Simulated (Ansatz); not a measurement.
# CdTe: band gap against strain

CdTe (zinc blende, F-43m, 32.901 Å³/atom at rest, cube axes along x, y and z) under an equal strain ε along all three axes. LDA in Ansatz, a plane-wave DFT program (PAW, default set), 420 eV, 9×9×9 Γ-centred mesh, Fermi-Dirac smearing 0.05 eV; ions are relaxed within the symmetry of each cell. Gaps are the smallest over the k-mesh and a band path, without spin-orbit coupling; in all rows the valence edge lies at Γ and the conduction edge at Γ.

Here s stands for strain and Eg for gap.

```csv
strain (%),gap (eV)
-3.00,?
-1.50,0.752
-1.00,0.706
-0.50,0.659
0.00,0.614
0.50,0.568
1.00,0.524
1.50,0.480
```

Task: Fit Eg against s with a straight line, and predict the withheld value at s = -3.00.

Result: Means: s 0, Eg 0.6147. About the means, the sum of products is -0.63550 and the sum of squares of s is 7.0000; the slope is their ratio. Least squares gives Eg = 0.6147 - 0.09079·s. Residuals (row less fit): 0.0011, 0.0005, -0.0011, -0.0007, -0.0013, 0.0001, 0.0015; standard error 0.0012 (degrees of freedom: 5). Over these rows the gap moves by -9.1 ± 0.05 eV per unit strain, or -3.0 eV per unit of ln V. At the withheld row, Eg = 0.6147 - 0.09079 × (-3.0) = 0.8871 eV. The calculation gives 0.895 eV, 0.0079 eV above the prediction (1.9 % of the range of Eg in the table). The row lies outside the fitted rows, so this is an extrapolation. From the scatter of the fitted rows alone, a prediction at this place has a standard error of 0.0019 eV, so the miss is 4.2 times that.

One order more, fitted to all 13 runs of the series, follows each within 0.001, so the miss is the next term of a smooth law. Other structures, which can take over under pressure, weren't tried. Spin-orbit coupling is left out, which can shift this property for CdTe. Rows are the converged runs of the series near zero and its far end; series whose fitted rows scatter by over a few per cent of the range, as at a crossing or softening among them, aren't shown in this form. Most that stay on the fit to the last digits aren't either.
